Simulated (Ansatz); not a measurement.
Here is the system:

```yaml
crystal:
  lattice:
    - [0.00000, 2.75388, 2.75388]
    - [2.75388, 0.00000, 2.75388]
    - [2.75388, 2.75388, 0.00000]
  atoms:
    - { symbol: P, position: [0.75000, 0.75000, 0.75000] }
    - { symbol: Al, position: [0.00000, 0.00000, 0.00000] }
```

No spin polarisation.

Calculations: Kohn–Sham DFT with the PBE functional, run in Ansatz (an electronic-structure program) with PAW and 420 eV plane waves, no spin-orbit coupling. Γ-centred 10×10×10 mesh, Fermi–Dirac width 0.05 eV.

Q: Predict the gap character and hole mass.

A: 
- Gap character: indirect, Γ → X
- Hole mass (degenerate bands, along [100]): 0.19, 0.56, 0.56 mₑ (at Γ)

Effective masses come from finite differences of ±0.01 Å⁻¹. Whether these cells are dynamically stable was not tested. The cell was made from BP by this change: B → Al.
